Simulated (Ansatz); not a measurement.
# CdTe: element substitutions

The reference is CdTe in the zinc blende structure (space group F-43m, No. 216; a = 6.4892 Å).

Each row replaces one element on all its sites; cell and atoms are relaxed.

Level of theory: PBEsol/PAW in Ansatz (a first-principles code), spin-orbit coupling left out.

Candidates:
(a) Te → Se
(b) Te → Cr
(c) Te → Pt

For the base:

The shortest interatomic distance is 2.810 Å.

Problem. Order them by shortest interatomic distance, lowest first.

Solution. (c) Te → Pt (2.601 Å), (a) Te → Se (2.634 Å), (b) Te → Cr (2.682 Å)

Other magnetic orders, which the real material may have, were not ruled out. No phonon test of stability was made. As relaxed here, CrCd and CdPt are hypothetical phases, not in the database extracts checked. Spin-polarised in the final run: CrCd; the other runs are not.
